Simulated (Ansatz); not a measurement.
Response to strain in Ru

Take Ru in the hcp (Mg type) structure (space group P6_3/mmc, No. 194; a = 2.722 Å, c = 4.294 Å; relaxed with 0.1 eV smearing) as the base. Axes: x lies along a and z along c of the hexagonal cell.

Strains are applied to the cell and any free atomic positions relax; under biaxial strain the out-of-plane vector relaxes too.

Computed with DFT with PBE, PAW potentials and a 420 eV plane-wave cutoff in Ansatz (a first-principles code), no spin-orbit coupling.

Notes on the quantities. pressure: mean of the normal stresses, compression positive.

```json
[
 {"change": "base", "pressure": "0.0 GPa", "volume per atom": "13.78 Å³"},
 {"change": "biaxial strain −2.50 %, plane normal [001], relaxed out of plane", "pressure": "12.7 GPa", "volume per atom": "13.27 Å³"},
 {"change": "biaxial strain −1.50 %, plane normal [001], relaxed out of plane", "pressure": "7.1 GPa", "volume per atom": "13.47 Å³"},
 {"change": "biaxial strain −0.50 %, plane normal [001], relaxed out of plane", "pressure": "2.2 GPa", "volume per atom": "13.67 Å³"},
 {"change": "biaxial strain +0.50 %, plane normal [001], relaxed out of plane", "pressure": "-2.1 GPa", "volume per atom": "13.88 Å³"},
 {"change": "biaxial strain +1.00 %, plane normal [001], relaxed out of plane", "pressure": "-4.1 GPa", "volume per atom": "13.98 Å³"},
 {"change": "biaxial strain +1.50 %, plane normal [001], relaxed out of plane", "pressure": "-5.9 GPa", "volume per atom": "14.08 Å³"},
 {"change": "biaxial strain +2.00 %, plane normal [001], relaxed out of plane", "pressure": "-7.7 GPa", "volume per atom": "14.18 Å³"},
 {"change": "biaxial strain +2.50 %, plane normal [001], relaxed out of plane", "pressure": "-9.3 GPa", "volume per atom": "14.28 Å³"},
 {"change": "biaxial strain +3.00 %, plane normal [001], relaxed out of plane", "pressure": "-10.8 GPa", "volume per atom": "14.38 Å³"}
]
```

No phonon test of stability was made. All final runs are without spin polarisation.
